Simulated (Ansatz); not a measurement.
Take PbO2 in the rutile structure (space group P4_2/mnm, No. 136; a = 4.998 Å, c = 3.411 Å) as the base. Axes: x, y, z lie along a, b, c of the conventional cell.

All numbers come from DFT with PBEsol, PAW potentials and a 420 eV plane-wave cutoff in Ansatz (a quantum-chemistry and plane-wave program), scalar-relativistic without spin-orbit coupling.

Before the change:

- Pressure: 0.0 GPa
- Shortest interatomic distance: 2.174 Å

The change: tensor shear ε_xz = +1.33 % (engineering shear γ = 0.0266), atoms relaxed at fixed cell.

Task: How does this affect the pressure, shortest interatomic distance, energy relative to the base and largest internal atomic displacement?

Result: The pressure (mean of the normal stresses, compression positive) goes from zero to -0.2 GPa; the shortest interatomic distance decreases by 0.004 Å (2.174 Å → 2.170 Å); the energy goes up by 1.2 meV/atom; the largest internal atomic displacement amounts to 0.093 Å.

The cells carry an imposed strain or load. No phonon test of stability was made. The final runs are not spin-polarised. Gaps under 0.05 eV, about the width of the smearing, are given as zero.
